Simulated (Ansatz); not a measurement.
# Pressure series in Rh

Base system: Rh in the fcc (Cu type) structure (space group Fm-3m, No. 225; a = 3.8303 Å).

Cell and atoms are relaxed at each pressure.

Computed with DFT with PBE, PAW potentials and a 420 eV plane-wave cutoff in Ansatz (a first-principles code), no spin-orbit coupling, earlier PAW set.

```csv
P (GPa),V (Å³/atom)
-2.01,14.160
-1.01,14.104
3.00,13.889
7.00,13.694
15.01,13.347
30.00,12.812
50.00,12.250
75.00,11.699
100.00,11.256
```

Task: Fit a third-order Birch–Murnaghan equation of state.

Result: Least squares on P(V) = (3B₀/2)[(V₀/V)^(7/3) − (V₀/V)^(5/3)]·[1 + (3/4)(B₀′ − 4)((V₀/V)^(2/3) − 1)] gives V₀ = 14.05 Å³/atom, B₀ = 259 GPa and B₀′ = 5.0.

Measured bulk modulus of Rh: 271 GPa (static lattice; corrected from measurement; as listed in H. Levämäki et al., Physical Review B (2014)); the computed value is 4 % below it.

Load acts through the strain it causes; cell and atoms are relaxed under it. Stability against distortions was not tested. No other phases were tried under pressure. The final runs are not spin-polarised.
